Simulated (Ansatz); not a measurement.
Input and output of a self-consistent single point for Li3Au (I4mm, 4 atoms in the cell) (Ansatz, a first-principles code).

Level of theory: PBEsol, default PAW files made with PBE (plane waves; Ansatz).

The change in words: lattice scaled by 0.98; basis.ecutwfc: 30.9 Ry → 14 Ry. Reference geometry:
```
Li3Au
1.0
    0.00000     3.11605     3.11605
    3.11605     0.00000     3.11605
    3.11605     3.11605     0.00000
Li Au
3 1
Direct
  0.25000   0.25000   0.25000
  0.75000   0.75000   0.75000
  0.50802   0.50802   0.49198
  0.00000   0.00000   0.00000
```

Reference input (self-consistent single point, DFT, PBEsol, plane waves, default PAW files made with PBE): basis.ecutwfc = 30.9 Ry; kpoints.mp_grid.grid = 9 9 9; hamiltonian.xc = pbesol; hamiltonian.pseudopotentials = {kind: paw} (the program's default PAW files); scf.occupations.method = gaussian; scf.occupations.width = 0.0073 Ry. This run's input differs from it in these lines:

Ansatz 0.2 input:
```diff
@@ -2,5 +2,5 @@
   lattice:
-    - [0.000000, 3.116045, 3.116045]
-    - [3.116045, 0.000000, 3.116045]
-    - [3.116045, 3.116045, 0.000000]
+    - [0.000000, 3.053724, 3.053724]
+    - [3.053724, 0.000000, 3.053724]
+    - [3.053724, 3.053724, 0.000000]
   atoms:
@@ -11,3 +11,3 @@
 basis:
-  ecutwfc: 30.9 Ry
+  ecutwfc: 14.0 Ry
 kpoints:
```

Log, with long lists cut:

```
SCF iter   1: F=—  HF=-13604.656534 eV  |F-HF|=—  |Δ(HF+E_count)|=         —  Δρ=1.04e-1  dr2=4.23e0  ethr=1.77e-3  ⟨swp⟩=3.9  Hψ=5176  notcnv=0
all-band conjugate gradients solve this SCF's bands
preconditioner: auto → Kerker (q_TF=auto, 2.424 Å⁻¹)
SCF iter   2: F=—  HF=-13603.105701 eV  |F-HF|=—  |Δ(HF+E_count)|=    1.55e0  Δρ=3.93e-2  dr2=3.27e-1  ethr=1.77e-3  ⟨swp⟩=2.0  Hψ=3282  notcnv=0  defer=18
   [... lines left out ...]
SCF iter   5: F=—  HF=-13602.958273 eV  |F-HF|=—  |Δ(HF+E_count)|=   4.11e-4  Δρ=3.41e-4  dr2=6.60e-5  ethr=4.90e-6  ⟨swp⟩=2.0  Hψ=1829  notcnv=0  defer=18
SCF iter   6: F=—  HF=-13602.958339 eV  |F-HF|=—  |Δ(HF+E_count)|=   6.66e-5  Δρ=4.39e-5  dr2=1.04e-6  ethr=2.36e-7  ⟨swp⟩=2.0  Hψ=1846  notcnv=0  defer=18
SCF iter   7: F=—  HF=-13602.958339 eV  |F-HF|=—  |Δ(HF+E_count)|=   1.52e-7  Δρ=1.19e-5  dr2=1.68e-7  ethr=3.57e-10  ⟨swp⟩=5.6  Hψ=5363  notcnv=0
SCF iter   8: F=-13602.958339 eV  HF=-13602.958339 eV  |F-HF|=9.97e-10  |Δ(HF+E_count)|=   4.59e-8  Δρ=1.86e-6  dr2=2.74e-9  ethr=3.57e-10  ⟨swp⟩=4.2  Hψ=3909  notcnv=0
SCF 1 converged in 8 iterations: F = -13602.958339 eV  dr2 = 2.74e-9
Free energy (F): -13602.958339 eV
Internal energy: -13602.948588 eV  (E = F + TS)
E sigma→0 (E₀):  -13602.953463 eV
Entropy (-TS):   -0.009751 eV (-2.438 meV/atom)
Fermi energy:    8.054431 eV
--- Forces (eV/Å), atoms counted from 1 ---
  atom   1  Li    -0.00000000    -0.00000000     0.04829430
  atom   2  Li    -0.00000000     0.00000000     0.04829430
  atom   3  Li    -0.00000000     0.00000000    -0.11206688
  atom   4  Au     0.00000000     0.00000000     0.01547633
--- Stress (GPa, compression-positive) ---
        5.371609       0.000000      -0.000000
        0.000000       5.371609       0.000000
       -0.000000       0.000000       5.372484
  P = ⅓ Tr σ = 5.3719 GPa (53.719 kbar)
  The stress holds the Pulay correction. Without it, at fixed plane waves, as pw.x and ABINIT print it: P = -183.0795 GPa
```

The run converged in 8 iterations. Against the reference run the free energy goes up by 3.65 eV/atom, the pressure goes from -0.17 to 5.37 GPa and the largest force goes from 0.095 to 0.112 eV/Å.

The starting cell comes from a database of computed structures (which also holds hypothetical and non-ambient phases and stackings), without a prior relaxation at this level. Its lattice was rescaled by up to half a per cent. One atom was moved a little off its site on purpose. For this run, on top of that: lattice scaled by 0.98. Ansatz's pressure includes its estimate of the finite-basis (Pulay) stress. Without the estimate this run gives -183.08 GPa. The cutoff lies below the one recommended for these files.
